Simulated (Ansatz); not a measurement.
## Short convergence ladders for LaTl3 (P4mm, 4 atoms in the cell)

```
CELL_PARAMETERS angstrom
      4.83763     0.00000     0.00000
      0.00000     4.83763     0.00000
      0.00000     0.00000     4.83763
ATOMIC_POSITIONS crystal
  La 0.00000 0.00000 0.01034
  Tl 0.00000 0.50000 0.50000
  Tl 0.50000 0.00000 0.50000
  Tl 0.50000 0.50000 0.00000
```

Base method: PBEsol, default PAW files made with PBE (plane waves; Ansatz, an electronic-structure program).

Base settings: basis.ecutwfc = 420 eV; kpoints.mp_grid.grid = 5 5 5; hamiltonian.xc = pbesol; hamiltonian.pseudopotentials = {kind: paw} (the program's default PAW files); scf.occupations.method = fermi_dirac; scf.occupations.width = 0.1 eV.

The count of work is k-points × plane waves × bands × iterations; it is no time. 

**The cutoff for other potential files**

Level: DFT, PBEsol, plane waves, harder PAW files (source: ansatz) made with PBE.

In this ladder: hamiltonian.pseudopotentials = {kind: paw, source: ansatz}.

The second cell is the first with its lattice scaled by 0.98.

The mesh stays at the base's, so the ladder's end is converged at best in this setting alone.

The first pressure column holds Ansatz's estimate of the finite-basis (Pulay) stress, which hides part of the cutoff error; the other is without it.

Only quantities that move along the ladder and can be compared are tabulated.

```tsv
basis.ecutwfc	free energy less the last step's (meV/atom)	energy of the compressed cell less the first (meV/atom)	pressure (GPa)	pressure without the Pulay estimate (GPa)	largest difference of a force vector from the last step's (eV/Å)	count of work / last
270 eV	1947.30	76.23	-1.14	-78.12	0.010	0.099
330 eV	165.44	4.04	-1.23	-10.46	0.001	0.13
420 eV	1.72	4.38	-1.17	-1.31	0.000	0.20
510 eV	0.23	4.50	-1.17	-1.17	0.000	0.27
600 eV	0.17	4.49	-1.17	-1.17	0.000	0.35
720 eV	0.07	4.49	-1.17	-1.17	0.000	0.46
900 eV	0.04	4.49	-1.17	-1.17	0.000	0.65
1200 eV	0.00	4.49	-1.17	-1.17	0.000	1.0
```

Coarsest basis.ecutwfc that holds the free energy within 2 meV/atom of the last step, with all finer ones: 420 eV, at 0.20 of the last step's count of work; the step before is off by 170 meV/atom.

Coarsest basis.ecutwfc that holds the pressure without the Pulay estimate within 0.5 GPa of the last step, with all finer ones: 420 eV, at 0.20 of the last step's count of work; the step before is off by 9.3 GPa.

Coarsest basis.ecutwfc that holds the energy of the compressed cell less the first within 2 meV/atom of the last step, with all finer ones: 330 eV, at 0.13 of the last step's count of work; the step before is off by 72 meV/atom.

The energy difference between the two cells stays within 1 meV/atom of the last step's from 330 eV on, the total only from 510 eV on: much of the error is common to both cells and cancels.

At the lowest cutoff the pressure without the Pulay estimate lies 76.9 GPa under the last step's, the usual sign of Pulay stress in an incomplete plane-wave basis.

**The density cutoff**

The second cell is the first with its lattice scaled by 0.98.

The mesh stays at the base's, so the ladder's end is converged at best in this setting alone.

Only quantities that move along the ladder and can be compared are tabulated.

| basis.ecutrho_ratio | energy of the compressed cell less the first (meV/atom) |
|---|---|
| 2 | 4.33 |
| 3 | 3.93 |
| 4 | 3.93 |
| 5 | 3.93 |
| 6 | 3.93 |
| 8 | 3.93 |
| 10 | 3.93 |
| 12 | 3.93 |
| 16 | 3.93 |

Coarsest basis.ecutrho_ratio that holds the energy of the compressed cell less the first within 0.2 meV/atom of the last step, with all finer ones: 3; the step before is off by 0.41 meV/atom.

**The relaxed cell against the cutoff**

On LaTl₃ (Pm-3m, 4 atoms in the cell): atoms on their sites.

In this ladder: relax = cell and atoms.

The mesh stays at the base's, so the ladder's end is converged at best in this setting alone.

Only quantities that move along the ladder and can be compared are tabulated.

| basis.ecutwfc | relaxed volume (Å³/atom) | relaxation steps |
|---|---|---|
| 210 eV | 27.621 | 12 |
| 250 eV | 27.602 | 12 |
| 295 eV | 27.670 | 9 |
| 355 eV | 27.630 | 6 |
| 420 eV | 27.633 | 4 |
| 505 eV | 27.633 | 4 |
| 630 eV | 27.632 | 4 |
| 840 eV | 27.632 | 4 |

Coarsest basis.ecutwfc that holds the relaxed volume within 0.028 Å³/atom of the last step, with all finer ones: 355 eV; the step before is off by 0.038 Å³/atom.

On the base run: the starting cell comes from a database of computed structures (which also holds hypothetical and non-ambient phases and stackings), without a prior relaxation at this level. Its lattice was rescaled by up to half a per cent. One atom was moved a little off its site on purpose.

Keys are those of Ansatz 0.2.
